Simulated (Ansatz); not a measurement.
White tin (β-Sn), treated with r²SCAN+SOC in Ansatz (PAW).

Numerical settings: plane-wave cutoff 560 eV, 20×20×20 k mesh, Fermi–Dirac smearing 0.05 eV, PAW data made under PBE.

The volume scan:

| V (Å³/atom) | E − E_lowest (meV/atom) | P (GPa) |
|---|---|---|
| 26.478 | 8.05 | 2.431 |
| 27.030 | 1.93 | 1.145 |
| 27.581 | 0.00 | 0.001 |
| 28.133 | 1.79 | -1.018 |
| 28.684 | 6.88 | -1.923 |

**Question.** Estimate the bulk modulus from the pressures at 27.030 and 28.133 Å³/atom, and compare it with a fit to all energies.

**Answer.** B = −V dP/dV. Between V = 27.030 and 28.133 Å³/atom, dP/dV = (-1.018 − (1.145))/(28.133 − 27.030) = -1.96 GPa per Å³/atom; at the midpoint 27.581 Å³/atom this gives B ≈ 54.1 GPa. The third-order Birch–Murnaghan fit gives V0 = 27.582 Å³/atom, B0 = 53.9 GPa, B′ = 4.8, which lies within 1 % of that estimate.

Shape and atoms are relaxed at each volume.

Measured, for comparison: bulk modulus 57.0 GPa (temperature not stated, not corrected to a static lattice; as tabulated in Chen et al. (2023), arXiv:2209.05059). Computed (rounded) less measured: bulk modulus -5 %.

Note: the bulk modulus comes from volumes at which shape and atoms were relaxed.

The computed numbers hold no vibrational or temperature effects.

Ansatz is a quantum-chemistry and plane-wave program.
